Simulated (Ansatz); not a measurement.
**Relaxation of cell and atoms of InBi (C2/c, 4 atoms in the cell) at several settings**

```xyz
4
Lattice="3.8509 -2.8142 0.0000 3.8509 2.8142 0.0000 -1.3977 0.0000 8.3168" Properties=species:S:1:pos:R:3 pbc="T T T"
In     1.9254     1.4071     0.0000
In     1.2266    -1.4071     4.1584
Bi     3.5015    -0.4593     2.0792
Bi     2.8026     0.4593     6.2376
```

Base: Ansatz (a program for electronic structure) with PBE. Its settings: basis.ecutwfc = 420 eV; kpoints.mp_grid.grid = 6 6 4; hamiltonian.xc = pbe; hamiltonian.pseudopotentials = {kind: paw} (the program's default PAW files); scf.occupations.method = fermi_dirac; scf.occupations.width = 0.1 eV. Starting volume 45.07 Å³ per atom.

Each line gives the change from the base single point and the result:

- hamiltonian.dispersion: default → d3bj; relax: default → cell and atoms [DFT, PBE-D3BJ, plane waves, default PAW files]: pressure -0.03 GPa; final cell a = b = 4.285 Å, c = 7.978 Å, α = β = 105.68°, γ = 60.14°; final volume per atom 30.17 Å³; relaxation steps 12.
- hamiltonian.xc: pbe → pbesol; relax: default → cell and atoms [DFT, PBEsol, plane waves, default PAW files made with PBE]: pressure 0.00 GPa; final cell a = b = 4.274 Å, c = 7.920 Å, α = β = 105.72°, γ = 60.06°; final volume per atom 29.77 Å³; relaxation steps 13.

The starting cell was generated: these elements placed on a structure prototype, without a prior relaxation; it need not be a known phase or ordering of this composition. Ansatz's pressure includes its estimate of the finite-basis (Pulay) stress.

Left out of this page: 1 run of the series stopped by limits of time or memory.

Keys are those of Ansatz 0.2.
